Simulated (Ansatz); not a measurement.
We consider C11b WSi2, described by r²SCAN+SOC (plane waves, PAW; Ansatz, a quantum-chemistry and plane-wave program).

Run with plane-wave cutoff 560 eV, 24×24×24 k mesh, Fermi–Dirac smearing 0.05 eV, PAW data made under PBE.

Shape and atoms are relaxed at each volume.

Pressure at four volumes; x = ln(V/13.408 Å³). One pressure is withheld.

```
V (Å³/atom)        x  P (GPa)
-----------  -------  -------
12.872       -0.0408    10.35
13.408        0.0000     0.00
13.676        0.0198    -4.39
13.944        0.0392        ?
```

Question: Pass a parabola P(x) through the three rows shown, estimate the bulk modulus and its pressure derivative near zero pressure, and predict the withheld pressure.

Answer: Slopes between the rows: (0.00 − (10.35))/(0.0000 − (-0.0408)) = -253.68 and (-4.39 − (0.00))/(0.0198 − (0.0000)) = -221.72 GPa. Their difference over the span 0.0606 is c = 31.96/0.0606 = 527.4 GPa, so P(x) = 10.35 + (-253.68)(x − (-0.0408)) + 527.4 (x − (-0.0408))(x − (0.0000)). At the middle row B = −dP/dx = −[-253.68 + 527.4 × 0.0408] = 232.2 GPa, and B′ = dB/dP = 2c/B = 4.5. At x = 0.0392 the parabola gives -8.29 GPa; the run gives -8.34 GPa. The Birch–Murnaghan fit to the energies at all volumes has B0 = 232 GPa and B′ = 4.4.

Note: the bulk modulus comes from volumes at which shape and atoms were relaxed.
